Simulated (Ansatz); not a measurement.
For Ta₃Ge (model structure, started from the D03 type, Fm-3m, No. 225, 4 atoms in the cell), PBEsol in Ansatz (PAW) gives:

| Property | Result |
|---|---|
| lattice parameter a | 6.458 Å |
| formation enthalpy | 0.061 eV/atom |

### Question
What does PBE-D3(BJ) in Ansatz (plane waves, PAW) give for the same quantities?

### Answer

- lattice constant a: 6.464 Å (increases by 0.1 %)
- formation enthalpy: 0.059 eV/atom (hardly moves)

Changes are worked out from the printed values.

Unless a cell is named, each level is at its own relaxed cell (PBEsol 16.83, PBE-D3(BJ) 16.88 Å³/atom).

Levels without +SOC leave out spin–orbit coupling, which shifts energies and cells of such heavy elements.

Ansatz's density-functional and Hartree–Fock values are scalar-relativistic unless marked +SOC, with PAW data made under PBE.

A model structure was made by putting elements into a prototype or built by hand; it is no filed structure, need not be a known phase, and can be a saddle point held by its symmetry.

Ansatz is an electronic-structure program.
